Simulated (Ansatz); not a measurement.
The starting structures come from a database of crystals and need not be the phases stable at ambient conditions.

By PBEsol, the system below comes out a metal.

Without scattering a metal conducts by its projected Fermi surface.

Input:

```yaml
crystal:
  lattice:
    - [3.31333, 0.00000, 0.00000]
    - [-1.65666, 2.86942, 0.00000]
    - [1.65666, 0.95647, 2.70532]
  atoms:
    - { symbol: Sc, position: [0.00000, 0.00000, 0.00000] }
    - { symbol: C, position: [0.00000, 0.50000, 0.50000] }
```

Space group of this cell: Fm-3m, rock salt. The cell is taken as given; by PBEsol its mean pressure is -5.2 GPa.

The current flows along the normal of the first two printed cell vectors, the (111) plane of the conventional cell. No spin-orbit coupling; the value is a mean over 0.1 eV about the Fermi level.

Q: Compute, with PBEsol run with Ansatz (a quantum-chemistry and plane-wave program), the ballistic conductance per area.

A: 1.3 × 10¹⁵ S/m² for both spins.
